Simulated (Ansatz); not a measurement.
# Response to strain in Ag

Start from Ag in the fcc (Cu type) structure (space group Fm-3m, No. 225; a = 4.0538 Å; relaxed with 0.1 eV smearing). Axes: x, y, z lie along the cube axes.

Strains are applied to the cell and any free atomic positions relax; under biaxial strain the out-of-plane vector relaxes too.

The values are results of Ansatz (a first-principles code), PBEsol, PAW, cutoff 420 eV, spin-orbit coupling left out, not measurements.

Notes on the quantities. pressure: mean of the normal stresses, compression positive.

| variant | volume per atom | pressure |
|---|---|---|
| base | 16.65 Å³ | 0.0 GPa |
| biaxial strain −3.00 %, plane normal [001], relaxed out of plane | 16.34 Å³ | 2.7 GPa |
| biaxial strain −2.50 %, plane normal [001], relaxed out of plane | 16.40 Å³ | 2.1 GPa |
| biaxial strain −1.50 %, plane normal [001], relaxed out of plane | 16.51 Å³ | 1.2 GPa |
| biaxial strain +0.50 %, plane normal [001], relaxed out of plane | 16.70 Å³ | -0.3 GPa |
| biaxial strain +1.00 %, plane normal [001], relaxed out of plane | … | … |
| biaxial strain +1.50 %, plane normal [001], relaxed out of plane | 16.78 Å³ | -0.8 GPa |
| biaxial strain +2.00 %, plane normal [001], relaxed out of plane | 16.81 Å³ | -1.0 GPa |
| biaxial strain +2.50 %, plane normal [001], relaxed out of plane | 16.84 Å³ | -1.1 GPa |
| biaxial strain +3.00 %, plane normal [001], relaxed out of plane | 16.86 Å³ | -1.2 GPa |

Task: Complete the table.

Result: 
- biaxial strain +1.00 %, plane normal [001], relaxed out of plane, volume per atom: 16.74 Å³
- biaxial strain +1.00 %, plane normal [001], relaxed out of plane, pressure: -0.6 GPa

Whether these cells are dynamically stable was not tested.
